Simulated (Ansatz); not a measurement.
The starting structures come from a database of crystals and need not be the phases stable at ambient conditions.

By PBEsol, the system below comes out a metal.

```yaml
crystal:
  lattice:
    - [4.27269, 0.00000, 0.00000]
    - [0.00000, 5.50679, 0.00000]
    - [0.00000, -2.75340, 4.76902]
  atoms:
    - { symbol: Cu, position: [0.25000, 0.84423, 0.15577] }
    - { symbol: Cu, position: [0.75000, 0.15577, 0.84423] }
    - { symbol: Cu, position: [0.75000, 0.15577, 0.31154] }
    - { symbol: Cu, position: [0.25000, 0.84423, 0.68846] }
    - { symbol: Cu, position: [0.25000, 0.31154, 0.15577] }
    - { symbol: Cu, position: [0.75000, 0.68846, 0.84423] }
    - { symbol: Sn, position: [0.75000, 0.66667, 0.33333] }
    - { symbol: Sn, position: [0.25000, 0.33333, 0.66667] }
```

The cell is taken as given; by PBEsol it stands under a pressure of -1.8 GPa.

The current flows along the normal of the first two printed cell vectors, the (100) plane of the conventional cell. No spin-orbit coupling; the value is a mean over 0.1 eV about the Fermi level.

Problem. Predict the ballistic conductance per area from PBEsol in Ansatz (a program for electronic structure).

Solution. 0.74 × 10¹⁵ S/m² for both spins.
